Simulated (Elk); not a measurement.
Worked example: self-consistent single point of Ag (Fm-3m, 1 atom in the cell) in Elk

Level of theory: Elk with PBE, all-electron FP-LAPW, Elk's shipped species files, APW+lo basis with extra local orbitals.

Input:

```
tasks
  0

xctype
  20

rgkmax
  8.0

gmaxvr
  16.0

nxlo
  2

lorbcnd
  .true.

rmtscf
  0.99

lmaxi
  3

swidth
  0.00367493

maxscl
  100

scale
  5.492540134

avec
    0.0000000000    0.7071067812    0.7071067812
    0.7071067812    0.0000000000    0.7071067812
    0.7071067812    0.7071067812    0.0000000000

sppath
  './'

atoms
  1
  'Ag.in'
  1
  0.0000000000  0.0000000000  0.0000000000    0.0 0.0 0.0

ngridk
  10 10 10
```

Log, with long lists cut:

```
│ Elk code version 10.2.4 │

All units are atomic (Hartree, Bohr, etc.)

│ Ground-state run starting from atomic densities │

Lattice vectors :
   0.000000000       3.883812375       3.883812375
   3.883812375       0.000000000       3.883812375
   3.883812375       3.883812375       0.000000000

Unit cell volume      :    117.1668406
Brillouin zone volume :    2.117068381

Muffin-tin inner radius fraction :   0.1000000000E-01

Nuclei treated as point charges

Species :    1 (Ag)
 parameters loaded from : Ag.in
 name : silver
 nuclear charge    :   -47.00000000
 electronic charge :    47.00000000
 atomic mass :    196631.6997
 muffin-tin radius :    2.574000000
 number of radial points in muffin-tin :    597
 atomic positions (lattice), magnetic fields (Cartesian) :
   1 :   0.00000000  0.00000000  0.00000000    0.00000000  0.00000000  0.00000000

Total number of atoms per unit cell :    1

Spin treatment :
 spin-unpolarised

Number of Bravais lattice symmetries :   48
Number of crystal symmetries         :   48
Crystal has inversion symmetry
Real symmetric eigensolver will be used

k-point grid :     10    10    10
k-point offset :    0.000000000       0.000000000       0.000000000
k-point set is reduced with full crystal symmetry group
Total number of k-points :       47

Muffin-tin radius times maximum |G+k| :    8.000000000
 using average radius
Maximum |G+k| for APW functions       :    3.108003108
Maximum (1/2)|G+k|²                   :    4.829841660
Maximum |G| for potential and density :    16.00000000
 potential will be trimmed for |G| > 2 gkmax
Constant for pseudocharge density :   10
Radial integration step length :    4

G-vector grid sizes :     28    28    28
Number of G-vectors :     7991

Maximum angular momentum used for
 APW functions                      :    8
 outer part of muffin-tin           :    6
 inner part of muffin-tin           :    3

Total nuclear charge    :   -47.00000000
Total core charge       :    28.00000000
Total valence charge    :    19.00000000
Total excess charge     :    0.000000000
Total electronic charge :    47.00000000

Effective Wigner radius, rₛ :   0.8411486469

Number of empty states         :    4
Total number of valence states :   14
Total number of core states    :   28

Conduction state local-orbitals added automatically
Total number of local-orbitals :   83

Exchange-correlation functional :     20     0     0
 Perdew-Burke-Ernzerhof, Phys. Rev. Lett. 77, 3865 (1996)
 gradient requirement :    1
 generalised gradient approximation (GGA)

Smearing type :    3
 Fermi-Dirac
Smearing width :   0.3674930000E-02
Effective electronic temperature (K) :    1160.451112

Mixing type :    3
 Broyden mixing, J. Phys. A: Math. Gen. 17, L317 (1984)

Kohn-Sham potential initialised from atomic data

│ Self-consistent loop started │
│ Loop number : 1 │
 total energy                :     -5315.28769521
│ Loop number : 2 │
 total energy                :     -5315.50207017
RMS change in Kohn-Sham potential (target) :   0.1197199913     (  0.1000000000E-05)
Absolute change in total energy (target)   :   0.2143749615     (  0.1000000000E-03)
│ Loop number : 3 │
 total energy                :     -5315.70588603
RMS change in Kohn-Sham potential (target) :   0.1151091638     (  0.1000000000E-05)
Absolute change in total energy (target)   :   0.2574095984     (  0.1000000000E-03)
│ Loop number : 4 │
 total energy                :     -5315.83084950
RMS change in Kohn-Sham potential (target) :   0.1078399435     (  0.1000000000E-05)
Absolute change in total energy (target)   :   0.1893158687     (  0.1000000000E-03)
│ Loop number : 5 │
 total energy                :     -5315.61697211
RMS change in Kohn-Sham potential (target) :   0.6898496099E-01 (  0.1000000000E-05)
Absolute change in total energy (target)   :   0.1665484274     (  0.1000000000E-03)
│ Loop number : 6 │
 total energy                :     -5317.11081155
RMS change in Kohn-Sham potential (target) :   0.1638460438E-01 (  0.1000000000E-05)
Absolute change in total energy (target)   :    1.452202334     (  0.1000000000E-03)
│ Loop number : 7 │
 total energy                :     -5317.36833836
RMS change in Kohn-Sham potential (target) :   0.1019357871E-02 (  0.1000000000E-05)
Absolute change in total energy (target)   :   0.6205773975     (  0.1000000000E-03)
│ Loop number : 8 │
 total energy                :     -5317.38233453
RMS change in Kohn-Sham potential (target) :   0.4230068911E-03 (  0.1000000000E-05)
Absolute change in total energy (target)   :   0.1691405140     (  0.1000000000E-03)
│ Loop number : 9 │
 total energy                :     -5317.39480128
RMS change in Kohn-Sham potential (target) :   0.6758132780E-04 (  0.1000000000E-05)
Absolute change in total energy (target)   :   0.5475187953E-01 (  0.1000000000E-03)
│ Loop number : 10 │
 total energy                :     -5317.39504366
RMS change in Kohn-Sham potential (target) :   0.7952156644E-04 (  0.1000000000E-05)
Absolute change in total energy (target)   :   0.1393035497E-01 (  0.1000000000E-03)
│ Loop number : 11 │
 total energy                :     -5317.39106052
RMS change in Kohn-Sham potential (target) :   0.1324633207E-04 (  0.1000000000E-05)
Absolute change in total energy (target)   :   0.5005568228E-03 (  0.1000000000E-03)
│ Loop number : 12 │
 total energy                :     -5317.39080493
RMS change in Kohn-Sham potential (target) :   0.7091985427E-05 (  0.1000000000E-05)
Absolute change in total energy (target)   :   0.3807238018E-03 (  0.1000000000E-03)
│ Loop number : 13 │
 total energy                :     -5317.39095470
RMS change in Kohn-Sham potential (target) :   0.1116364041E-05 (  0.1000000000E-05)
Absolute change in total energy (target)   :   0.5458916439E-04 (  0.1000000000E-03)
│ Loop number : 14 │
 total energy                :     -5317.39098564
RMS change in Kohn-Sham potential (target) :   0.2171856194E-06 (  0.1000000000E-05)
Absolute change in total energy (target)   :   0.4458200601E-04 (  0.1000000000E-03)
Convergence targets achieved

│ Loop number : 15 │

Energies :
 Fermi                       :     0.246282521295
 sum of eigenvalues          :     -3183.39590870
 electron kinetic            :      5563.05720991
 core electron kinetic       :      5366.88095267
 Coulomb                     :     -10730.8820922
 Coulomb potential           :     -8551.42631124
 nuclear-nuclear             :     -510.519357841
 electron-nuclear            :     -11889.2991574
 Hartree                     :      1668.93642307
 Madelung                    :     -6455.16893654
 xc potential                :     -195.026807362
 exchange                    :     -147.066838958
 correlation                 :     -2.49881283844
 electron entropic           :    -0.456658425024E-03
 total energy                :     -5317.39099071

Density of states at Fermi energy :    9.925784843
 (states/Hartree/unit cell)

Estimated indirect band gap :   0.1180387339E-01
 from k-point     34 to k-point     37
Estimated direct band gap   :   0.1106153999
 at k-point     11

Charges :
 core                        :    28.00000000
 valence                     :    19.00000000
 interstitial                :    1.084828569
 muffin-tins (core leakage)
  species :    1 (Ag)
   atom    1                 :    45.91517143     (  0.1685339868E-08)
 total in muffin-tins        :    45.91517143
 total calculated charge     :    46.99974240
 total charge                :    47.00000000
 error                       :   0.2575996455E-03

│ Self-consistent loop stopped │
```

The run converged in 15 iterations. The count includes the last loop, which Elk runs after its targets are met.

The starting cell has typed, rounded lattice constants, without a prior relaxation at this level. Its lattice was rescaled by up to half a per cent. Values depend on the basis (sphere radii, cutoffs, local orbitals), which need not be converged. The log's line on a gap gives a spacing of levels on this mesh, which the program prints for metals too.
